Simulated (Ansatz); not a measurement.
Levels about the gap of amorphous Hf18O37K2 (57 atoms in a cell of 764 Å³, 8.44 g/cm³; zone centre alone, so wide bands show as single levels with stretches between that a denser mesh fills), at the geometry that PBE relaxed, where it gives 0.8 GPa on a denser mesh. The participation number counts the atoms over which a state spreads; weights are charges in smoothed Voronoi cells. The levels come from a single point, so bond lengths are those of that geometry. Method of the levels: PBE, scalar-relativistic without spin-orbit coupling (Ansatz, an electronic-structure program). Sampling: the zone centre alone; Fermi-Dirac width 0.02 eV; no spin polarisation. At PBE the levels at the filled edge of the gap are localised (band-tail or defect states).

It comes from a melt-quench run on a machine-learned potential (CHGNet), relaxed afterwards by DFT. O atoms were pushed apart under 1.9 Å during the dynamics, to hinder bonds among them. The hot cell started wider than the set density and was brought back towards it in steps. It is the lowest in DFT energy of 2 quenches. It is a model cell: composition and starting density were chosen by hand, and all elements were melted together. No dispersion term was used. Its density started from a set value of 8.44 and ended at 8.44 g/cm³. Cooling (nominally 300 K/ps over its main leg) ran many orders faster than in experiment, which tends to leave more defects and strain. One small periodic cell is one sample of the glass; other quenches scatter about these values. The volume was held where the preparation left it and the shape relaxed, at a PBE pressure of 0.8 GPa. Stress components on the final sampling reach 0.8 GPa.

| E - E(highest filled), eV | filling | participation number | largest on | weight O | weight Hf | weight K |
|---|---|---|---|---|---|---|
| -0.39 | filled | 19.3 | O, 3 neighbours | 0.93 | 0.07 | 0.00 |
| -0.38 | filled | 20.3 | O, 4 neighbours | 0.94 | 0.06 | 0.00 |
| -0.33 | filled | 14.6 | O, 3 neighbours | 0.95 | 0.05 | 0.00 |
| -0.30 | filled | 14.8 | O, 3 neighbours | 0.95 | 0.05 | 0.00 |
| -0.23 | filled | 13.6 | O, 3 neighbours | 0.94 | 0.05 | 0.00 |
| -0.08 | filled | 10.9 | O, 3 neighbours | 0.94 | 0.06 | 0.00 |
| 0.00 | filled | 10.5 | O, 3 neighbours | 0.95 | 0.04 | 0.00 |
| 3.87 | empty | 18.7 | Hf, 6 neighbours | 0.44 | 0.53 | 0.03 |
| 4.09 | empty | 37.6 | Hf, 6 neighbours | 0.54 | 0.39 | 0.07 |
| 4.17 | empty | 23.6 | Hf, 7 neighbours | 0.40 | 0.57 | 0.03 |
| 4.32 | empty | 25.8 | Hf, 6 neighbours | 0.37 | 0.60 | 0.03 |
| 4.35 | empty | 20.8 | Hf, 8 neighbours | 0.37 | 0.62 | 0.01 |
| 4.44 | empty | 26.1 | Hf, 7 neighbours | 0.37 | 0.62 | 0.01 |
| 4.59 | empty | 28.1 | Hf, 6 neighbours | 0.37 | 0.62 | 0.01 |

Most localised among these is the filled level at +0.00 eV, on a O atom, which has 3 neighbours (Hf 2.16 Å, Hf 2.22 Å, Hf 2.32 Å).
